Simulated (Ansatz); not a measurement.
SnI₄ (P-43m, No. 215, 5 atoms in the cell; start mp-571436; a measured phase of this formula has another space group) was calculated with LDA (PAW; Ansatz, an electronic-structure program).

Settings: plane-wave cutoff 520 eV, 6×6×6 k mesh, Fermi–Dirac smearing 0.01 eV, scalar-relativistic PAW data made under PBE.

Cell (relaxed with PBE-D3(BJ)):

```cif
data_I4Sn
_chemical_formula_sum 'Sn1 I4'
_space_group_name_H-M_alt 'P 1'
_space_group_IT_number 1
_cell_length_a 6.06699
_cell_length_b 6.06699
_cell_length_c 6.06699
_cell_angle_alpha 90.000
_cell_angle_beta 90.000
_cell_angle_gamma 90.000
loop_
_space_group_symop_operation_xyz
  'x, y, z'
loop_
_atom_site_label
_atom_site_type_symbol
_atom_site_fract_x
_atom_site_fract_y
_atom_site_fract_z
_atom_site_occupancy
Sn1 Sn 0.00000 0.00000 0.00000 1
I1 I 0.25736 0.74264 0.74264 1
I2 I 0.74264 0.74264 0.25736 1
I3 I 0.74264 0.25736 0.74264 1
I4 I 0.25736 0.25736 0.25736 1
```

Q: Estimate the band gap and smallest direct gap on the k points sampled that the calculation returns.

A: 
- band gap = 0.45 eV
- smallest direct gap on the k points sampled = 0.46 eV

Note: cell and atoms aren't relaxed at this level (pressure -1.3 GPa).

Spin–orbit coupling is not included; with these elements it can move the gap by several tenths of an eV or more.

Computed values are for the static lattice.

The result took roughly 60 core-seconds.

A start named mp-… is a Materials Project structure, which need not be a measured phase.
